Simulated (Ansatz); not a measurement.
Point defect Cd on the B site in zinc-blende BN

The numbers are results of PBE, PAW (plane waves to 420 eV; Ansatz, a quantum-chemistry and plane-wave program), not measurements. Cell: 64 sites, 2×2×2; final energies on a 2×2×2 shifted mesh. Site at the start: the B site. Energies of charged states are corrected for periodic images (point charge plus alignment at distant sites). Dielectric constants: PBE linear response of the host. Host gap at this level: 4.46 eV. Finite-size and sampling errors can reach tenths of an eV here. Levels are measured in PBE's own, too narrow, gap. Spin–orbit coupling is left out. Each state is the lowest found from its start.

```json
[
 {"charge": "+1†", "moment (μB)": "2.0", "largest move off a lattice site (Å)": "0.37", "image correction with alignment (eV)": "1.03", "above the lowest spin state (eV)": "0.00"},
 {"charge": "+1†", "moment (μB)": "not spin-polarised", "largest move off a lattice site (Å)": "0.37", "image correction with alignment (eV)": "1.02", "above the lowest spin state (eV)": "0.17"},
 {"charge": "0†", "moment (μB)": "1.0", "largest move off a lattice site (Å)": "0.37", "image correction with alignment (eV)": "0.00", "above the lowest spin state (eV)": "0.00"},
 {"charge": "−1†", "moment (μB)": "not spin-polarised", "largest move off a lattice site (Å)": "0.37", "image correction with alignment (eV)": "-0.43", "above the lowest spin state (eV)": "0.00"}
]
```

† Not settled in this cell, so no level is given: charge +1: a level filled in part, a large or scattered potential alignment; charge 0: a level filled in part; charge −1: a large or scattered potential alignment.

Flagged in the runs: a doubtful potential alignment.
